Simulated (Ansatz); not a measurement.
# Rh in the fcc (Cu type) structure (space group Fm-3m, No. 225)

```cif
data_Rh
_chemical_formula_sum 'Rh1'
_space_group_name_H-M_alt 'P 1'
_space_group_IT_number 1
_cell_length_a 2.67300
_cell_length_b 2.67300
_cell_length_c 2.67300
_cell_angle_alpha 60.000
_cell_angle_beta 60.000
_cell_angle_gamma 60.000
loop_
_space_group_symop_operation_xyz
  'x, y, z'
loop_
_atom_site_label
_atom_site_type_symbol
_atom_site_fract_x
_atom_site_fract_y
_atom_site_fract_z
_atom_site_occupancy
Rh1 Rh 0.00000 0.00000 0.00000 1
```

The values are results of Kohn–Sham DFT with the PBEsol functional, run in Ansatz (an electronic-structure program) with PAW and 420 eV plane waves, no spin-orbit coupling, earlier PAW set, not measurements. k-mesh 21×21×21 (Γ-centred); smearing 0.05 eV (Fermi–Dirac).

```yaml
volume_per_atom: 13.50 Å³
density: 12.65 g/cm³
band_gap: zero
total_energy: -6338.791 eV/atom (σ→0; compares only within this code and set-up)
```

Whether these cells are dynamically stable was not tested. The final runs are not spin-polarised.
